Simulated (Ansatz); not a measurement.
Given:

```yaml
crystal:
  lattice:
    - [0.00000, 1.96146, 1.96146]
    - [1.96146, 0.00000, 1.96146]
    - [1.96146, 1.96146, 0.00000]
  atoms:
    - { symbol: Pt, position: [0.00000, 0.00000, 0.00000] }
```

A single point on Pt with a change (pressure −1 GPa), its geometry relaxed with PBEsol.

Calculations: PBEsol (Ansatz, an electronic-structure program, PAW, with spin-orbit coupling). Γ-centred 20×20×20 mesh, Fermi–Dirac width 0.05 eV.

Predict the band gap and pressure.

Band gap: zero
Pressure: -0.7 GPa

Single points use the geometry relaxed with PBEsol. Load acts through the strain it causes; cell and atoms are relaxed under it. Stability against distortions was not tested. The cell was made from Pt in the fcc (Cu type) structure (space group Fm-3m, No. 225) by this change: pressure −1 GPa.
